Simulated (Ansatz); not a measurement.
## Pressure series in hypothetical diamond Os

Base system: Os in the diamond structure (space group Fd-3m, No. 227; a = 5.556 Å; a hypothetical phase, not in the database extracts checked).

Cell and atoms are relaxed at each pressure.

Method: Kohn–Sham DFT with the PBE functional, run in Ansatz (an electronic-structure program) with PAW and 420 eV plane waves, no spin-orbit coupling.

Notes on the quantities. enthalpy: H = E + PV relative to the base's energy.

```tsv
variant	enthalpy	shortest interatomic distance
base	–	240.6 pm
pressure −2 GPa	-0.27 eV/atom	241.4 pm
pressure −1 GPa	-0.13 eV/atom	241.0 pm
pressure 0.3 GPa	+0.04 eV/atom	240.5 pm
pressure 0.7 GPa	+0.09 eV/atom	240.3 pm
pressure 1.5 GPa	+0.20 eV/atom	240.0 pm
pressure 3 GPa	+0.40 eV/atom	239.4 pm
pressure 5 GPa	+0.66 eV/atom	238.7 pm
pressure 7.5 GPa	+0.99 eV/atom	237.9 pm
pressure 10 GPa	+1.31 eV/atom	237.1 pm
```

Load acts through the strain it causes; cell and atoms are relaxed under it. Whether these cells are dynamically stable was not tested. Competing high-pressure phases were not computed. The final runs are not spin-polarised.
